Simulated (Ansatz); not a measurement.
## The (111) surface of fcc Rh, one row in 4 of the top plane missing (bottom of the slab: a bare face, its two planes held)

All values below come from PBE (plane waves to 420 eV, PAW; Ansatz, a program for electronic structure).

Slab: 23 atoms, 11.1 Å thick at the start with caps and adatoms (thin: gaps and levels are the slab's own); k 16x4x1, smearing 0.1 eV, dipole-corrected; 8 atoms held, the rest relaxed; held to the start's symmetry, so lower structures may exist; no spin, no spin-orbit, no U. In PBE it is, or lies within 0.01 eV a 1x1 cell of, the lowest of the 2 structures of its composition computed so far; subsurface sites and larger cells were not tried.

```json
{
 "work_function_of_the_top_face": "4.78 eV",
 "energy_released_by_relaxation": "0.17 eV",
 "cost": "around 8 core-minutes (rough)"
}
```
